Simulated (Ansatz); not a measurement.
The starting structures come from a database of crystals and need not be the phases stable at ambient conditions.

 Where the default PAW files enter, the runs use the earlier of Ansatz's two default sets.

Tunnelling through a barrier is set by its complex band structure: the current falls as exp(−2κd) with the smallest κ.

Here is the system:

```
CELL_PARAMETERS angstrom
      3.86984     0.00000     0.00000
     -1.93492     3.35138     0.00000
      0.00000     0.00000     9.80983
ATOMIC_POSITIONS crystal
  Ca 0.33333 0.66667 0.00007
  Ca 0.66667 0.33333 0.50007
  H  0.00000 0.00000 0.16694
  H  0.00000 0.00000 0.66694
  Cl 0.33333 0.66667 0.31667
  Cl 0.66667 0.33333 0.81667
  O  0.00000 0.00000 0.06812
  O  0.00000 0.00000 0.56812
```

Space group of this cell: P6_3mc. The cell is taken as given.

Transport runs along the normal of the first two printed cell vectors, the (001) plane of the conventional cell.

The gap is the functional's own, uncorrected, and κ follows it; spin-orbit coupling is left out. Mid-gap values are interpolated between the computed energies.

### Question
Compute, with r2SCAN (Ansatz, a quantum-chemistry and plane-wave program), the band gap and the smallest decay constant κ at mid-gap.

### Answer
Gap 6.11 eV on a 12×12×4 mesh; κ = 0.459 1/Å, at the zone centre.
